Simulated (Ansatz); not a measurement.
# Nb: response to strain

Start from Nb in the bcc (W type) structure (space group Im-3m, No. 229).

```
CELL_PARAMETERS angstrom
     -1.63563     1.63563     1.63563
      1.63563    -1.63563     1.63563
      1.63563     1.63563    -1.63563
ATOMIC_POSITIONS crystal
  Nb 0.00000 0.00000 0.00000
```

Cartesian axes are those of the cell as printed.

Strains are applied to the cell and any free atomic positions relax.

All numbers come from Kohn–Sham DFT with the PBEsol functional, run in Ansatz (a first-principles code) with PAW and 420 eV plane waves, spin-orbit coupling left out.

Candidates:
(a) tensor shear ε_xy = −3.44 %
(b) uniaxial strain ε_yy = −4.35 %
(c) uniaxial strain ε_yy = −1.13 %

Notes on the quantities. energy relative to the base: free energy F.

Problem. Order them by energy relative to the base, lowest first.

Solution. (c) uniaxial strain ε_yy = −1.13 % (+1.9 meV/atom), (a) tensor shear ε_xy = −3.44 % (+4.0 meV/atom), (b) uniaxial strain ε_yy = −4.35 % (+29 meV/atom)

Without a gap, meshes like the base's 20×20×20 leave anisotropic stresses uncertain by several tenths of a GPa, and small strain energies with them. No phonon test of stability was made. All final runs are without spin polarisation.
